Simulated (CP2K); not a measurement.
## A self-consistent single point of ZnCu (Pm-3m, 2 atoms in the cell) with CP2K

Level of theory: PBE, GPW, DZVP-MOLOPT-SR-GTH basis, GTH-PBE potentials (GTH_POTENTIALS) run with CP2K.

Input:

```
&GLOBAL
  PROJECT zncu
  RUN_TYPE ENERGY_FORCE
  PRINT_LEVEL MEDIUM
&END GLOBAL
&FORCE_EVAL
  METHOD Quickstep
  STRESS_TENSOR ANALYTICAL
  &DFT
    BASIS_SET_FILE_NAME BASIS_MOLOPT
    POTENTIAL_FILE_NAME GTH_POTENTIALS
    &QS
      METHOD GPW
      EPS_DEFAULT 1E-11
    &END QS
    &MGRID
      CUTOFF 600
      REL_CUTOFF 50
      NGRIDS 5
    &END MGRID
    &SCF
      SCF_GUESS ATOMIC
      EPS_SCF 1E-6
      MAX_SCF 100
      ADDED_MOS 5
      &DIAGONALIZATION
        ALGORITHM STANDARD
      &END DIAGONALIZATION
      &MIXING
        METHOD BROYDEN_MIXING
        ALPHA 0.2
        NBUFFER 10
        BETA 1
      &END MIXING
      &SMEAR ON
        METHOD GAUSSIAN
        SIGMA [eV] 0.1
      &END SMEAR
    &END SCF
    &KPOINTS
      SCHEME MONKHORST-PACK 7 7 7
    &END KPOINTS
    &XC
      &XC_FUNCTIONAL PBE
      &END XC_FUNCTIONAL
    &END XC
    &PRINT
      &MO
        EIGENVALUES T
        OCCUPATION_NUMBERS T
        NDIGITS 8
        FILENAME mo
        &EACH
          QS_SCF 0
        &END EACH
        ADD_LAST NUMERIC
      &END MO
      &MULLIKEN ON
      &END MULLIKEN
    &END PRINT
  &END DFT
  &SUBSYS
    &CELL
      A 2.97399600 0.00000000 0.00000000
      B 0.00000000 2.97399600 0.00000000
      C 0.00000000 0.00000000 2.97399600
      PERIODIC XYZ
    &END CELL
    &COORD
      SCALED
      Zn       0.50000000     0.50000000     0.50000000
      Cu       0.00000000     0.00000000     0.00000000
    &END COORD
    &KIND Zn
      BASIS_SET DZVP-MOLOPT-SR-GTH-q12
      POTENTIAL GTH-PBE-q12
    &END KIND
    &KIND Cu
      BASIS_SET DZVP-MOLOPT-SR-GTH-q11
      POTENTIAL GTH-PBE-q11
    &END KIND
  &END SUBSYS
  &PRINT
    &FORCES ON
    &END FORCES
    &STRESS_TENSOR ON
    &END STRESS_TENSOR
  &END PRINT
&END FORCE_EVAL
```

Output (repeated stretches shortened):

```
 GLOBAL| Method name                                                        CP2K
 GLOBAL| Project name                                                       zncu
 GLOBAL| Run type                                                   ENERGY_FORCE

 CELL| Volume [angstrom^3]:                                            26.303960
 CELL| Vector a [angstrom]:       2.974     0.000     0.000   |a| =     2.973996
 CELL| Vector b [angstrom]:       0.000     2.974     0.000   |b| =     2.973996
 CELL| Vector c [angstrom]:       0.000     0.000     2.974   |c| =     2.973996
 CELL| Angle (b,c), alpha [degree]:                                    90.000000
 CELL| Angle (a,c), beta  [degree]:                                    90.000000
 CELL| Angle (a,b), gamma [degree]:                                    90.000000
 CELL| Numerically orthorhombic:                                             YES
 CELL| Periodicity                                                           XYZ

 DFT| Spin restricted Kohn-Sham (RKS) calculation                            RKS
 DFT| Multiplicity                                                             2
 DFT| Number of spin states                                                    1
 DFT| Charge                                                                   0
 DFT| XC density smoothing                                                  NONE
 DFT| XC derivatives                                                          PW

 QS| Method:                                                                 GPW
 QS| Density plane wave grid type                        NON-SPHERICAL FULLSPACE
 QS| Number of grid levels:                                                    5
 QS| Density cutoff [a.u.]:                                                300.0
 QS| Multi grid cutoff [a.u.]: 1) grid level                               300.0
   [... lines left out ...]
 BRILLOUIN| Wavefunction type                                            COMPLEX
 BRILLOUIN| List of Kpoints [2 Pi/Bohr]                                      172
 BRILLOUIN| Number           Weight            X              Y              Z
 BRILLOUIN|     1           0.00583       -0.42857       -0.42857       -0.42857
 BRILLOUIN|     2           0.00583       -0.42857       -0.42857       -0.28571
 BRILLOUIN|     3           0.00583       -0.42857       -0.42857       -0.14286
   [... 169 lines left out ...]
 *******************************************************************************

 Extrapolation method: initial_guess

 Re-scaling the density matrix to get the right number of electrons
                  # Electrons              Trace(P)               Scaling factor
                           23                23.000                        1.000

 Number of electrons:                                                         23
 Number of occupied orbitals:                                                 12
 Number of molecular orbitals:                                                17

 Number of orbital functions:                                                 50
 Number of independent orbital functions:                                     50
 SCF WAVEFUNCTION OPTIMIZATION

  Step     Update method      Time    Convergence         Total energy    Change
     1 NoMix/Diag. 0.20E+00      -     1.55667098      -108.8020405915 -1.09E+02
     2 Broy./Diag. 0.20E+00      -     0.10454238      -110.3485046529 -1.55E+00
     3 Broy./Diag. 0.20E+00      -     0.03739023      -109.2715351202  1.08E+00
     4 Broy./Diag. 0.20E+00      -     0.01796185      -108.8041863795  4.67E-01
     5 Broy./Diag. 0.20E+00      -     0.01008915      -108.6287385649  1.75E-01
     6 Broy./Diag. 0.20E+00      -     0.00447811      -108.6982345834 -6.95E-02
     7 Broy./Diag. 0.20E+00      -     0.00231198      -108.6770008400  2.12E-02
     8 Broy./Diag. 0.20E+00      -     0.00016590      -108.6610276486  1.60E-02
     9 Broy./Diag. 0.20E+00      -     0.00025315      -108.6603339543  6.94E-04
    10 Broy./Diag. 0.20E+00      -     0.00001570      -108.6613777963 -1.04E-03
    11 Broy./Diag. 0.20E+00      -     0.00000916      -108.6614698264 -9.20E-05
    12 Broy./Diag. 0.20E+00      -     0.00000191      -108.6614131732  5.67E-05
    13 Broy./Diag. 0.20E+00      -     0.00000023      -108.6613990269  1.41E-05
  *** SCF run converged in    13 steps ***

  Electronic density on regular grids:        -22.9999999999        0.0000000001
  Core density on regular grids:               22.9999999998       -0.0000000002
  Total charge density on r-space grids:       -0.0000000001
  Total charge density g-space grids:          -0.0000000001

  Overlap energy of the core charge distribution:               0.00000000794959
  Self energy of the core charge distribution:               -144.05306736421903
  Core Hamiltonian energy:                                     47.19775237008329
  Hartree energy:                                               4.97268569723162
  Exchange-correlation energy:                                -16.77859684241018
  Smearing free energy correction:                             -0.00017289556200
  Fermi energy:                                                 0.24118264690148

  Total energy:                                              -108.66139902690743
  Total energy (extrapolated to sigma->0):                   -108.66131257912643

                     Mulliken Population Analysis

 #  Atom  Element  Kind  Atomic population                           Net charge
       1     Zn       1         11.572889                              0.427111
       2     Cu       2         11.427111                             -0.427111
 # Total charge                             23.000000                  0.000000

 ENERGY| Total FORCE_EVAL ( QS ) energy [hartree]           -108.661399996542329

 FORCES| Atomic forces [hartree/bohr]
 FORCES|   Atom     x               y               z               |f|
 FORCES|      1 -1.30207075E-12 -1.30262347E-12 -1.29933952E-12   2.25399630E-12
 FORCES|      2  2.57898743E-10  2.57897834E-10  2.57897598E-10   4.46692540E-10
 FORCES| Sum     2.56596672E-10  2.56595210E-10  2.56598259E-10
 FORCES| Total atomic force                                       4.44438545E-10

 STRESS| Analytical stress tensor [bar]
 STRESS|                        x                   y                   z
 STRESS|      x        2.90947688814E+03   1.96055169825E-04   1.96052481274E-04
 STRESS|      y        1.96055169825E-04   2.90943267350E+03   1.96063786381E-04
 STRESS|      z        1.96052481274E-04   1.96063786381E-04   2.90940581732E+03
 STRESS| 1/3 Trace                                             2.90943845965E+03
```

The run converged in 13 iterations.

The starting cell comes from a database of computed structures (which also holds hypothetical and non-ambient phases and stackings), without a prior relaxation at this level. Its lattice was rescaled by a random factor within 2.5 % of one. Spin polarisation is off. Values carry the incompleteness of an atom-centred basis.

Cost on one core of a shared machine: roughly 2 min.
